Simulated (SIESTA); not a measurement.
SIESTA run on ZrNbCN (R3m, 4 atoms in the cell): self-consistent single point.

Method of the run: LDA PW92, numerical atomic orbitals DZP, PseudoDojo LDA standard norm-conserving potentials (rewritten from UPF to PSML) run with SIESTA 5.4.2.

The change in words: lattice scaled by 0.98. Reference geometry:
```
CELL_PARAMETERS angstrom
      1.60271     0.92533     5.26529
     -1.60271     0.92533     5.26529
      0.00000    -1.85065     5.26529
ATOMIC_POSITIONS crystal
  Zr 0.25235 0.25235 0.25235
  Nb 0.74678 0.74678 0.74678
  C  0.00328 0.00328 0.00328
  N  0.49759 0.49759 0.49759
```

Reference input (self-consistent single point, DFT, LDA PW92, numerical atomic orbitals DZP, PseudoDojo LDA standard norm-conserving potentials (rewritten from UPF to PSML)): XC.functional = LDA; XC.authors = PW92; potentials = PseudoDojo LDA standard; PAO.BasisSize = DZP; PAO.EnergyShift = 0.01 Ry; MeshCutoff = 400 Ry; kgrid.MonkhorstPack = 11 11 11; OccupationFunction = FD; ElectronicTemperature = 1160.45 K; MaxSCFIterations = 150; SCF.Mixer.Method = Broyden; SCF.Mixer.Weight = 0.25. This run's input differs from it in these lines:

```diff
@@ -14,5 +14,5 @@
 %block LatticeVectors
-     3.028686737    1.748612716    9.949961736
-    -3.028686737    1.748612716    9.949961736
-     0.000000000   -3.497225432    9.949961736
+     2.968113455    1.713639555    9.750962237
+    -2.968113455    1.713639555    9.750962237
+     0.000000000   -3.427280999    9.750962237
 %endblock LatticeVectors
@@ -20,6 +20,6 @@
 %block AtomicCoordinatesAndAtomicSpecies
-    -0.000000000    0.000000000    3.986090066  1
-     0.000000000    0.000000000   11.795999132  2
-    -0.000000000   -0.000000000    0.051810483  3
-     0.000000000   -0.000000000    7.859918819  4
+     0.000000000   -0.000000252    3.906368158  1
+    -0.000000000   -0.000000747   11.560078836  2
+    -0.000000000   -0.000000003    0.050774272  3
+     0.000000000   -0.000000498    7.702720234  4
 %endblock AtomicCoordinatesAndAtomicSpecies
```

Log, with long lists cut:

```
        iscf     Eharris(eV)        E_KS(eV)     FreeEng(eV)     dDmax    Ef(eV) dHmax(eV)
   scf:    1    -3448.154177    -3506.597476    -3506.634329  1.578579 -4.129097 18.142958
   scf:    2    -3525.788206    -3523.855654    -3523.895479  0.334923 -4.481189  5.285502
   scf:    3    -3524.932031    -3524.789443    -3524.829201  0.084150 -4.415223  1.860634
   scf:    4    -3524.922184    -3524.889262    -3524.929273  0.051002 -4.538862  0.728970
   scf:    5    -3524.912114    -3524.910162    -3524.950740  0.038156 -4.631639  0.412097
   [... 9 lines left out ...]
   scf:   15    -3524.916273    -3524.916273    -3524.956943  0.000030 -4.671978  0.000168
   scf:   16    -3524.916273    -3524.916273    -3524.956944  0.000019 -4.672000  0.000122
   scf:   17    -3524.916273    -3524.916273    -3524.956944  0.000013 -4.672017  0.000089
   scf:   18    -3524.916273    -3524.916273    -3524.956944  0.000009 -4.672029  0.000065
SCF Convergence by DM+H criterion
max |DM_out - DM_in|         :     0.0000090837
max |H_out - H_in|      (eV) :     0.0000647943
SCF cycle converged after 18 iterations

Using DM_out to compute the final energy and forces

siesta: E_KS(eV) =            -3524.9163

siesta: E_KS - E_eggbox =     -3524.9163

siesta: Atomic forces (eV/Ang):
     1    0.000000    0.000001   -0.411816
     2    0.000000   -0.000001    0.521981
     3   -0.000000    0.000000   -0.062916
     4    0.000000    0.000000   -0.043448
   Tot    0.000000   -0.000000    0.003800
   Max    0.521981
   Res    0.193197    sqrt( Sum f_i^2 / 3N )
   Max    0.521981    constrained

Stress tensor Voigt[x,y,z,yz,xz,xy] (kbar):     -105.81     -105.81     -104.09        0.00       -0.00       -0.00
(Free)E + p*V (eV/cell)    -3522.0606
   [... lines left out ...]
siesta: FreeEng =     -3524.956944
siesta: Cell volume =         44.096311 Ang**3
siesta:         105.23395732         55.99575885  kBar
   [... lines left out ...]
               3Pdxy   3Pdyz   3Pdz2   3Pdxz   3Pdx2-y2
   4  5.754   1.663  -0.026   1.447   1.448   1.447  -0.107  -0.106  -0.107
              0.018   0.019   0.018   0.019   0.018

mulliken: Qtot =       34.000

Mulliken Atomic Populations:
Atom #   charge [q] valence [e]  Species
     1     0.896590   11.103410  Zr
     2     0.555082   12.444918  Nb
     3    -0.697337    4.697337  C
     4    -0.754336    5.754336  N
 Total     0.000000
```

The run converged in 18 iterations. Against the reference run the free energy goes up by 2.5 meV/atom, the pressure goes from -8.36 to 10.52 GPa and the largest force goes from 0.258 to 0.522 eV/Å.

The starting cell comes from a database of computed structures (which also holds hypothetical and non-ambient phases and stackings), without a prior relaxation at this level. Its lattice was rescaled by a random factor within 2.5 % of one. For this run, on top of that: lattice scaled by 0.98. Spin polarisation is off. Values carry the incompleteness of an atom-centred basis. With a pressure of about 11 GPa the cell is away from its equilibrium volume at this level.

Cost on one core of a shared machine: roughly 3 min.
